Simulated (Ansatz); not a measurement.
A periodic model of amorphous C₄₄W₁₂:

```xyz
56
Lattice="8.8873 0.0000 0.0000 0.0000 8.8873 0.0000 0.0000 0.0000 8.8873" Properties=species:S:1:pos:R:3 pbc="T T T"
C      3.1856     4.5071     8.8549
C      1.5743     0.4545     7.6902
C      5.4757     3.0576     8.6234
C      5.4119     0.9776     1.2497
C      1.3639     2.8139     6.8534
C      2.8744     8.6677     2.1873
C      5.7569     6.4219     2.6101
C      6.9722     4.7172     4.0881
C      2.1806     4.7416     0.7673
C      6.8603     5.6360     3.0165
C      2.2059     1.6787     7.2123
C      8.6466     1.3111     4.3763
C      3.7608     3.7144     5.7919
C      1.2976     5.7301     1.2198
C      2.4885     1.0613     2.3327
C      8.0304     5.7181     2.1414
C      0.1993     0.0473     8.0061
C      2.0928     1.9072     3.3732
C      1.3851     5.7207     5.0328
C      3.5193     7.4190     2.2219
C      7.3096     7.1639     0.1912
C      8.7832     2.9993     7.1109
C      8.7371     4.2484     7.8872
C      5.0154     6.9780     8.0084
C      0.9425     5.1519     3.7988
C      5.2745     0.4411     6.0609
C      5.1736     3.6001     5.7435
C      0.4653     5.5848     2.4659
C      4.5770     7.0376     3.0604
C      6.3585     4.0823     8.6161
C      6.3453     3.8390     4.9666
C      7.8461     0.2801     4.1554
C      4.7589     6.8413     6.6312
C      8.1761     6.5812     6.2961
C      2.2287     8.0819     8.0580
C      0.6900     6.3668     6.0867
C      7.8854     0.6798     7.7045
C      5.0756     7.9186     5.7733
C      0.9980     1.8827     4.1845
C      4.9420     1.8990     0.2818
C      5.7100     0.6194     2.5060
C      7.6504     4.6363     8.7324
C      7.7841     5.9016     0.6771
C      7.7868     1.9386     7.1264
W      5.4757     7.8051     1.0161
W      1.9334     4.8375     7.0061
W      4.6806     4.8637     7.5613
W      6.0732     8.3021     3.9880
W      3.1140     0.7399     0.3853
W      6.8516     7.8626     7.1284
W      8.3893     4.5537     5.4987
W      6.8445     1.7889     5.4027
W      0.3917     6.8514     8.2803
W      3.1284     6.6989     0.1886
W      4.3789     2.0131     7.0515
W      1.9918     3.5298     4.6995
```

These are PBE, scalar-relativistic without spin-orbit coupling (plane waves to 420 eV, PAW; Ansatz, an electronic-structure program) values and carry that method's errors.

A CHGNet melt-quench gave the starting glass, which DFT then relaxed. The hot cell started wider than the set density and was brought back towards it in steps. It is the lowest in DFT energy of 2 quenches. It is a model cell: composition and starting density were chosen by hand, and all elements were melted together. No dispersion term was used. Its density started from a set value of 6.30 and ended at 6.47 g/cm³. The simulated quench (nominally 990 K/ps over its main leg) is rapid and tends to freeze in more defects than a deposited or slowly cooled glass has. One small periodic cell is one sample of the glass; other quenches scatter about these values. The volume was free in the relaxation, at fixed shape. Stress components on the final sampling reach 1.8 GPa. On a 2×2×2 Γ-centred mesh force components of up to 0.29 eV/Å stay, since the relaxation ran on one k-point at (1/4, 1/4, 1/4).

Cut-offs for bonds: C-C 1.70 Å, C-W 2.58 Å, W-W 3.46 Å.

Problem. Give the coordination numbers, mean bond lengths and angles.

Solution. 
- Mean coordination of C = 3.75 (17 with 3, 21 with 4, 6 with 5)
- Mean coordination of W = 10.08 (1 with 8, 2 with 9, 4 with 10, 5 with 11)
- Mean C-C bond = 1.419 Å (spread 0.048 Å, 43 counted)
- Mean C-W bond = 2.203 Å (spread 0.126 Å, 79 counted)
- Mean W-W bond = 2.943 Å (spread 0.164 Å, 21 counted)
- Bond angle at C = mean 105.7°, spread 29.5°
- Bond angle at W = mean 95.8°, spread 35.5°
